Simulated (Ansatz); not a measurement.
Consider the surface energy of the Si(111) slab with 2 I, the mean of its two faces, with the listed reservoirs for the atoms in excess. Reaction: 2 I (Cmce) + 8 Si (diamond) → cell A.

Cell A: a slab of Si (diamond, Fd-3m) cut along (111), 10 atoms, hexagonal cell of 3.83 Å (12.7 Å²), symmetry P-3m1 within 0.02 Å, 15.0 Å thick under 16 Å of vacuum, in-plane vectors held at the crystal's; planes from bottom to top: I | Si × 8 | I; added, foreign or displaced atoms, above the top plane and below the bottom plane: two times I bound to 1 Si at 2.45 Å; spin state with PBE: run without spin, k-point mesh 9×9×1.
```
ISi4
1.0
    3.83326     0.00000     0.00000
    1.91663     3.31970     0.00000
    0.00000     0.00000    31.08388
Si I
8 2
Direct
  0.33333   0.33333   0.33686
  0.66667   0.66667   0.36150
  0.66667   0.66667   0.43706
  0.00000   0.00000   0.46225
  0.00000   0.00000   0.53775
  0.33333   0.33333   0.56294
  0.33333   0.33333   0.63850
  0.66667   0.66667   0.66314
  0.33333   0.33333   0.25798
  0.66667   0.66667   0.74202
```

Reference: I (Cmce), 4 atoms in the cell, k-point mesh 10×10×4 on the run's own vectors. Conventional cell: a = 7.3486 Å, b = 4.4868 Å, c = 9.6507 Å, α = β = γ = 90.00°.

Reference: Si (diamond, Fd-3m), 2 atoms in the cell, the relaxed perfect crystal repeated, atoms not moved again, k-point mesh 9×9×9 on the run's own vectors.

Plane-wave PAW calculations with Ansatz (a quantum-chemistry and plane-wave program), its PAW set soft_1, cutoff 420 eV, 500 eV for r2SCAN. The structures are at rest with PBE+D3(BJ), within the held lattices; other levels are single points on them. HSE06 runs on coarser k-point meshes, mended by the PBE difference between the two meshes. Neutral cells; Fermi-Dirac smearing of at most 0.05 eV in the solids, energies taken to zero width. The lattices are those relaxed with PBE+D3(BJ), so at other levels the solids can be strained, which adds to the spread. A dispersion term (D3(BJ), or D4 for r2SCAN) was computed beside these levels and is taken off wherever the name lacks it. Space groups of crystals are read within 0.01 Å. No zero-point or thermal terms. The structures are the rest points that the relaxations reached, not proven lowest. Spin-orbit coupling is left out. Values are for these cell sizes. Cell A has symmetry P-3m1 within 0.02 Å and got no random move, so less symmetric positions, which may lie lower, weren't tried.

### Question
What value does HSE06 give?

### Answer
-0.36 J/m², for 2 I (Cmce) + 8 Si (diamond) → cell A.

### Question
List the value at the remaining levels and say how far they part.

### Answer
| Method | value (J/m²) | less HSE06 |
|---|---|---|
| PBE | -0.22 | 0.14 |
| PBE+D3(BJ) | -0.08 | 0.28 |
| r2SCAN | -0.28 | 0.08 |

The levels shown span 0.28 J/m², from HSE06 (-0.36) to PBE+D3(BJ) (-0.08).
